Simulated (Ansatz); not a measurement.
PBE against r2SCAN: Os, biaxial strain −0.43 %, plane normal [001], relaxed out of plane

Take Os in the hcp (Mg type) structure (space group P6_3/mmc, No. 194; a = 2.754 Å, c = 4.347 Å; relaxed with 0.1 eV smearing) as the base. Axes: x lies along a and z along c of the hexagonal cell.

(Cell as relaxed with PBE.)

Levels (all Ansatz, a quantum-chemistry and plane-wave program, PAW): PBE (420 eV, no spin-orbit coupling); r2SCAN (500 eV, without spin-orbit coupling).

Each level relaxes its own structure.

```
base                        PBE      r2SCAN
-------------------  ----------  ----------
volume per atom        14.28 Å³    14.02 Å³
lattice parameter a  5.205 bohr  5.174 bohr
band gap                   zero        zero
```

Now apply this change: biaxial strain −0.43 %, plane normal [001], relaxed out of plane (Cartesian); in-plane vectors clamped, the third vector and the atoms free.

| quantity | PBE | r2SCAN |
|---|---|---|
| mean in-plane stress (compression positive) | +3.7 GPa | +3.9 GPa |
| shortest interatomic distance | 5.090 bohr | 5.057 bohr |
| out-of-plane strain | +0.23 % | +0.23 % |

PBE's in-plane stress lies 0.27 GPa below r2SCAN's; PBE's shortest interatomic distance lies 0.033 bohr above r2SCAN's (0.6 %); the two agree on the out-of-plane strain. Neither level is exact; r2SCAN is the comparison here, not a measurement.

No phonon test of stability was made. The final runs are not spin-polarised.
